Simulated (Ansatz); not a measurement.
Start from Cr in the bcc (W type) structure (space group Im-3m, No. 229; a = 2.830 Å; not spin-polarised; relaxed with 0.1 eV smearing). Axes: x, y, z lie along the cube axes.

Level of theory: r2SCAN (Ansatz, a first-principles code, PAW, no spin-orbit coupling).

Before the change:

The shortest interatomic distance is 2.451 Å.

Now apply this change: tensor shear ε_xy = +1.54 % (engineering shear γ = 0.0308); the atoms relax in the strained cell.

Question: What happens to the energy relative to the base?

Answer: The energy increases by 3.6 meV/atom.

Question: What happens to the stress?

Answer: The stress (xx, yy, zz, yz, xz, xy; compression positive) is (0.1, 0.1, 0.2, 0.0, 0.0, -3.3) GPa.

Question: Predict the new shortest interatomic distance.

Answer: The shortest interatomic distance drops by 0.0251 Å (2.451 Å → 2.425 Å).

No phonon test of stability was made. Starting moments died away, wholly or in part, for the base; another magnetic solution may exist. The final runs are not spin-polarised. Real Cr is antiferromagnetic at low temperature and ambient pressure, an order that this cell doesn't hold.
